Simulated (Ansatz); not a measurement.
Structures of equal composition on the (111)B surface of zinc-blende ZnS (S plane on top): 2x2 Si adatom at H3; 2x2 Si adatom at T4. The slabs share one bottom face, and each structure is named by its start. These are constructed structures in small cells; real faces may alloy, dewet or reconstruct in larger ones, and not all known structures of the face are among them. Slabs of about 13 Å with all that they carry, Fermi-Dirac smearing of 0.025 eV. Bottom of the slabs: H caps. Relaxed from the named starts with such symmetry as they have, on meshes of like density; energies extrapolated to zero smearing; no spin-orbit coupling, no U. Spin-polarised runs, if any, are marked in brackets, and their order is one that fits the cell; the others ran without spin. Where a second, spin-polarised start was run, the lower counts.

Host crystal: zinc-blende ZnS, with a band gap (PBE, scalar-relativistic without spin-orbit coupling).

All values below come from PBE (plane waves to 420 eV, PAW; Ansatz, an electronic-structure program).

Put the candidates in order of energy per 1x1 cell, lowest first, for PBE.

2x2 Si adatom at T4 (0.000 eV, gap 2.04 eV on the mesh), 2x2 Si adatom at H3 (0.022 eV, gap 1.33 eV on the mesh)
